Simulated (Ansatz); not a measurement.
```xyz
8
Lattice="3.7046 0.0000 0.0000 -1.8523 3.2083 0.0000 0.0000 0.0000 15.5146" Properties=species:S:1:pos:R:3 pbc="T T T"
Ga     0.0000     2.1389     2.6726
Ga     1.8523     1.0694    12.8420
Ga     1.8523     1.0694    10.4299
Ga     0.0000     2.1389     5.0847
Se     0.0000     2.1389     9.2507
Se     1.8523     1.0694     6.2639
Se     1.8523     1.0694     1.4934
Se     0.0000     2.1389    14.0212
```

Level of theory: PBEsol+D3BJ, rigid bands (plane waves, PAW, scalar-relativistic; Ansatz, a first-principles code). Cell: cell and atoms relaxed with PBEsol+d3bj.

### Question
What conductivity effective mass do dilute electrons have at 300 K?

### Answer
0.31 (x), 0.31 (y), 0.46 (z) mₑ.

### Question
And the band gap?

### Answer
0.83 eV at this level; semilocal functionals usually fall short of the measured gap.

Rigid bands, one relaxation time for all states, no polarons. Spin-orbit coupling is left out; where it splits the top of the valence band it changes the hole mass and lowers the gap by about a third of the splitting. Geometry: cell and atoms relaxed with PBEsol+D3(BJ).

PBEsol with a dispersion correction tends to overbind, so the cell can be several per cent short, in bad cases over ten, which usually narrows a gap: GaSe (P6_3/mmc).
